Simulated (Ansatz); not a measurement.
How well does each level of theory give the bulk modulus B0 of B20 (FeSi-type) MnSi?

Reference value: 167 GPa (measured, room temperature, no zero-point or thermal correction; as tabulated in Study of the compressibility of FeSi, MnSi, and CoS2 (JETP Letters), abstract).

```json
[
 {"level (code)": "LDA (Ansatz)", "value (GPa)": "227", "cell (Å³/atom)": "10.85"},
 {"level (code)": "PBE (Ansatz)", "value (GPa)": "206", "cell (Å³/atom)": "11.52"},
 {"level (code)": "PBEsol (Ansatz)", "value (GPa)": "?", "cell (Å³/atom)": "11.17"},
 {"level (code)": "r²SCAN (Ansatz)", "value (GPa)": "185", "cell (Å³/atom)": "11.83"}
]
```

Task: Fill in the missing entries.

Result: 
- PBEsol (Ansatz, a program for electronic structure), value (GPa): 220

Differences against the reference: LDA +36 %, PBE +23 %, PBEsol +32 %, r²SCAN +10.8 %.

Closest of the ranked levels: r²SCAN (+10.8 %). Among them LDA (+36 %) misses by most. All 4 levels lie above the reference.

The measured value isn't corrected to a static lattice, so vibrations enter the comparison. A static lattice is as a rule stiffer than a warm one, by over a tenth in soft solids. Spin-polarised runs: LDA (parallel moments), PBE (parallel moments), PBEsol (parallel moments), r²SCAN (parallel moments). Each level is taken at its own relaxed cell. Cutoffs differ between the levels. Ansatz's density-functional and Hartree–Fock values are scalar-relativistic unless marked +SOC, with PAW data made under PBE.

Differences are worked out from the printed values.
